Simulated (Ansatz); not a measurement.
The reference is AgCl in the rock salt structure (space group Fm-3m, No. 225; a = 5.447 Å).

It is then changed as follows: a hydrostatic pressure of 2.1 GPa.

All numbers come from PBEsol in Ansatz (plane waves to 420 eV, PAW, no spin-orbit coupling).

Base, band edges from the VBM (valence, conduction): X -2.02, 2.13; W -1.35, 4.16; L 0.00, 3.87; Γ -2.56, 0.72; K -1.18, 3.45; U -1.18, 3.45 eV.

### Question
Give the band edges at the high-symmetry points of the new zone, measured from its valence-band maximum.

### Answer
| point | valence edge (eV) | conduction edge (eV) |
|---|---|---|
| Γ | -2.70 | 0.73 |
| X | -2.11 | 2.07 |
| U | -1.25 | 3.43 |
| K | -1.25 | 3.43 |
| L | 0.00 | 3.77 |
| W | -1.44 | 4.21 |

The gap is 0.73 eV, indirect, L → Γ.

Load acts through the strain it causes; cell and atoms are relaxed under it. Stability against distortions was not tested.

Ansatz is a program for electronic structure.
